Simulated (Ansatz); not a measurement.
We consider CsCl-type AuZn (cubic form, which distorts at low temperature), described by PBE-D3(BJ) (plane waves, PAW; Ansatz, a quantum-chemistry and plane-wave program).

Settings: plane-wave cutoff 500 eV, 18×18×18 k mesh, Fermi–Dirac smearing 0.1 eV, scalar-relativistic PAW data made under PBE.

Computed at the level's own relaxed cell.

**Question.** Give the computed volume per atom and lattice parameter a.

**Answer.** 
volume per atom: 15.47 Å³/atom
lattice parameter a: 3.140 Å

Note: symmetry holds this phase in the static calculation, where it need not be a minimum.

Spin–orbit coupling is not included; it can shift volumes and moduli of such heavy elements.

Computed values are for the static lattice.
